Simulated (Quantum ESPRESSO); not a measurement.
Input and output of a self-consistent single point for Y (P6_3/mmc, 2 atoms in the cell) (Quantum ESPRESSO).

Method of the run: LDA (PZ), PSlibrary ultrasoft (LDA) pseudopotentials (plane waves; Quantum ESPRESSO 7.5).

```xyz
2
Lattice="1.8250 -3.1610 0.0000 1.8250 3.1610 0.0000 0.0000 0.0000 5.7300" Properties=species:S:1:pos:R:3 pbc="T T T"
Y      1.8250     1.0537     1.4325
Y      1.8250    -1.0537     4.2975
```

Reference input (self-consistent single point, DFT, PBE, plane waves, PSlibrary ultrasoft (PBE) pseudopotentials): ecutwfc = 45 Ry; ecutrho = 315 Ry; occupations = smearing; smearing = fd; degauss = 0.0073499 Ry; potentials = {Y: Y.pbe-spn-rrkjus_psl.1.0.0.UPF}; K_POINTS = automatic 10 10 6 0 0 0; conv_thr = 1e-10 Ry. This run's input differs from it in these lines:

```diff
@@ -22,3 +22,3 @@
 ATOMIC_SPECIES
-Y     88.9058  Y.pbe-spn-rrkjus_psl.1.0.0.UPF
+Y     88.9058  Y.pz-spn-rrkjus_psl.1.0.0.UPF
 ATOMIC_POSITIONS {crystal}
```

Output (repeated stretches shortened):

```
     Self-consistent Calculation

     iteration #  1     ecut=    45.00 Ry     beta= 0.70

     Threshold (ethr) on eigenvalues was too large:
     Diagonalizing with lowered threshold

     total energy              =    -167.19330729 Ry
     estimated scf accuracy    <       0.01149362 Ry

     iteration #  2     ecut=    45.00 Ry     beta= 0.70

     total energy              =    -167.19513400 Ry
     estimated scf accuracy    <       0.00043017 Ry

     iteration #  3     ecut=    45.00 Ry     beta= 0.70

     total energy              =    -167.19516713 Ry
     estimated scf accuracy    <       0.00002646 Ry

   [... 2 blocks of this kind left out ...]

     iteration #  6     ecut=    45.00 Ry     beta= 0.70

     total energy              =    -167.19517057 Ry
     estimated scf accuracy    <          2.8E-10 Ry

     iteration #  7     ecut=    45.00 Ry     beta= 0.70
     End of self-consistent calculation

     the Fermi energy is     9.1916 ev

!    total energy              =    -167.19517057 Ry
     estimated scf accuracy    <          4.8E-12 Ry
     smearing contrib. (-TS)   =      -0.00897391 Ry
     internal energy E=F+TS    =    -167.18619666 Ry

     convergence has been achieved in   7 iterations

     Forces acting on atoms (cartesian axes, Ry/au):

     atom    1 type  1   force =     0.00000000    0.00000000    0.00000000
     atom    2 type  1   force =     0.00000000   -0.00000000    0.00000000

     Total force =     0.000000     Total SCF correction =     0.000000

          total   stress  (Ry/bohr**3)                   (kbar)     P=      -38.43
  -0.00025141  -0.00000000   0.00000000          -36.98       -0.00        0.00
  -0.00000000  -0.00025141   0.00000000           -0.00      -36.98        0.00
   0.00000000   0.00000000  -0.00028082            0.00        0.00      -41.31

   JOB DONE.
```

The run converged in 7 iterations. Against the reference run the pressure goes from -0.20 to -3.84 GPa.

The starting cell has typed, rounded lattice constants, without a prior relaxation at this level. With a pressure of about -4 GPa the cell is away from its equilibrium volume at this level.
